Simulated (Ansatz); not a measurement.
## What pressure 4.5 GPa does to TiSi2

Base system: TiSi2 (space group Fddd, No. 70; a = 4.7791 Å, b = 8.2295 Å, c = 8.5206 Å).

Modification: cell and atoms relaxed at a pressure of 4.5 GPa.

Level of theory: r2SCAN in Ansatz (plane waves to 500 eV, PAW, no spin-orbit coupling). k-mesh 13×13×13 (Γ-centred); smearing 0.05 eV (Fermi–Dirac).

The volume per atom falls by 0.396 Å³, from 13.96 Å³ to 13.57 Å³ and the density rises by 0.12 g/cm³ (4.12 g/cm³ → 4.24 g/cm³). The enthalpy H = E + PV relative to the base's energy is +0.39 eV/atom and the band gap remains zero.

Load acts through the strain it causes; cell and atoms are relaxed under it. No phonon test of stability was made. All final runs are without spin polarisation.

Ansatz is a first-principles code.
